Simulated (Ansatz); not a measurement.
Worked example: self-consistent single point of Li (Im-3m, 1 atom in the cell) in Ansatz (a program for electronic structure).

Computed with PBEsol, default PAW files made with PBE (plane waves; Ansatz).

```
CELL_PARAMETERS angstrom
     -1.75023     1.75023     1.75023
      1.75023    -1.75023     1.75023
      1.75023     1.75023    -1.75023
ATOMIC_POSITIONS crystal
  Li 0.00000 0.00000 0.00000
```

Reference input (self-consistent single point, DFT, PBEsol, plane waves, default PAW files made with PBE): basis.ecutwfc = 420 eV; kpoints.mp_grid.grid = 13 13 13; hamiltonian.xc = pbesol; hamiltonian.pseudopotentials = {kind: paw} (the program's default PAW files); scf.occupations.method = gaussian; scf.occupations.width = 0.1 eV. This run's input differs from it in these lines:

Ansatz 0.2 input:
```diff
@@ -11,3 +11,3 @@
 kpoints:
-  mp_grid: { grid: [13, 13, 13] }
+  mp_grid: { grid: [31, 31, 31] }
 hamiltonian:
@@ -16,3 +16,3 @@
 scf:
-  occupations: { method: gaussian, width: 0.1 }
+  occupations: { method: gaussian, width: 0.05 }
 output:
```

The program printed (abridged):

```
SCF iter   1: F=—  HF=-202.995869 eV  |F-HF|=—  |Δ(HF+E_count)|=         —  Δρ=1.40e-3  dr2=1.26e-4  ethr=1.77e-3  ⟨swp⟩=4.2  Hψ=38400  notcnv=0
all-band conjugate gradients solve this SCF's bands
preconditioner: auto → none
SCF iter   2: F=—  HF=-202.995383 eV  |F-HF|=—  |Δ(HF+E_count)|=   4.86e-4  Δρ=5.39e-4  dr2=1.81e-5  ethr=4.21e-6  ⟨swp⟩=2.3  Hψ=12585  notcnv=0
   [... lines left out ...]
SCF iter   4: F=-202.995300 eV  HF=-202.995300 eV  |F-HF|=6.64e-10  |Δ(HF+E_count)|=   4.74e-7  Δρ=1.63e-6  dr2=3.18e-10  ethr=1.58e-9  ⟨swp⟩=2.1  Hψ=5638  notcnv=0  defer=4
iter 5 did not close the SCF: its close was put off for the readings that it lacked (scf_convergence_deferred on its scf_iter line)
SCF iter   5: F=-202.995300 eV  HF=-202.995300 eV  |F-HF|=2.16e-12  |Δ(HF+E_count)|=  7.28e-10  Δρ=8.74e-8  dr2=8.78e-13  ethr=1.06e-11  ⟨swp⟩=2.4  Hψ=5767  notcnv=0  defer=4
SCF iter   6: F=-202.995300 eV  HF=-202.995300 eV  |F-HF|=5.68e-14  |Δ(HF+E_count)|=  2.10e-12  Δρ=2.61e-9  dr2=7.45e-16  ethr=1.00e-12  ⟨swp⟩=1.9  Hψ=15525  notcnv=0
SCF 1 converged in 6 iterations: F = -202.995300 eV  dr2 = 7.45e-16
Free energy (F): -202.995300 eV
Internal energy: -202.994747 eV  (E = F + TS)
E sigma→0 (E₀):  -202.995023 eV
Entropy (-TS):   -0.000554 eV (-0.554 meV/atom)
Fermi energy:    0.856148 eV
--- Forces (eV/Å), atoms counted from 1 ---
  atom   1  Li     0.00000000     0.00000000    -0.00000000
--- Stress (GPa, compression-positive) ---
       -0.722224      -0.000000       0.000000
        0.000000      -0.722224      -0.000000
        0.000000       0.000000      -0.722224
  P = ⅓ Tr σ = -0.7222 GPa (-7.222 kbar)
  The stress holds the Pulay correction. Without it, at fixed plane waves, as pw.x and ABINIT print it: P = -0.7254 GPa
```

The run converged in 6 iterations. Against the reference run the free energy goes up by 1.5 meV/atom and the pressure hardly changes (-0.74 to -0.72 GPa).

The starting cell has typed, rounded lattice constants, without a prior relaxation at this level. Its lattice was rescaled by up to half a per cent. Ansatz's pressure includes its estimate of the finite-basis (Pulay) stress.
